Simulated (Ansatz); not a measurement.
Density of states of RuP₂ (Pnnm) below the valence band maximum, PBEsol, rigid bands (Ansatz, a quantum-chemistry and plane-wave program); cell volume 85.7 Å³.

(energy from edge (eV), 10⁻³ states/eV/cell): (0.006, 23.3); (0.031, 118); (0.056, 174); (0.081, 224); (0.106, 271); (0.131, 320); (0.156, 369); (0.181, 422); (0.206, 1070); (0.231, 1390); (0.256, 1660); (0.281, 1960); (0.319, 2820); (0.344, 3640); (0.369, 4410); (0.394, 5310); (0.419, 6870); (0.444, 7440); (0.469, 7060); (0.494, 6680); (0.519, 6810); (0.544, 6790); (0.569, 6610); (0.594, 6540)

Problem. What effective density of states at 300 K does this give (∫ g(E) exp(−E/k_BT) dE, both spins, divided by the cell's size)?

Solution. 2.7e19 cm⁻³, a density-of-states mass of 1.04 mₑ, valleys and band degeneracy included.

Spin-orbit coupling is left out; where it splits the top of the valence band, N_v and the p-type Seebeck coefficient come out somewhat high without it. Geometry: cell and atoms relaxed with PBEsol.

Formula and space group known from diffraction (Crystallography Open Database), not checked to be the room-temperature form: RuP2 (Pnnm).
